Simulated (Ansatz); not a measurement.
SiC (I-4m2), Ansatz (a quantum-chemistry and plane-wave program) with r2SCAN with spin-orbit coupling, rigid bands: Condition of this run: uniaxial stress along [001] of -25 GPa (compression positive) (the target of the relaxation). band gap 1.27 eV, N_c = 9.89e18 cm⁻³ and N_v = 1.09e20 cm⁻³ at 300 K, conductivity masses along x (a = (0.00, 2.15, 2.33) Å; b = (2.15, 0.00, 2.33) Å; c = (2.15, 2.15, 0.00) Å) of 0.337 mₑ (electrons) and 0.456 mₑ (holes). Take k_BT = 0.02585 eV.

A film of it is 3 nm thick, with its normal along the direction named. Estimate the confinement energies in an infinite well.

ħ²π²/(2m t²) = 0.376 eV·nm²/(m/mₑ × t²) gives 124 meV for electrons and 91.6 meV for holes, so the gap would widen to about 1.49 eV. Finite barriers and nonparabolic bands lower this, and with several valleys or bands the heaviest mass along the normal sets the lowest level, not this average.

Find the intrinsic carrier density and the intrinsic Fermi level.

n_i = √(N_c N_v) exp(−E_g/2k_BT) = 3.28e19 × exp(−24.56) = 7.1e8 cm⁻³. The level lies (k_BT/2) ln(N_v/N_c) = 31 meV from mid-gap (positive towards the conduction band). Each 0.1 eV added to the gap lowers n_i by a factor of 6.9.

What built-in voltage has an abrupt junction with N_A = 1e16 and N_D = 1e18 cm⁻³, all dopants ionised?

V_bi = E_g/e − (k_BT/e) ln(N_c N_v/(N_A N_D)) = 1.27 − 0.02585 × 11.59 = 0.97 V. It follows the computed gap one for one.

Rigid, parabolic bands with the computed gap; masses take one relaxation time for all states. Geometry: cell and atoms relaxed with PBEsol.
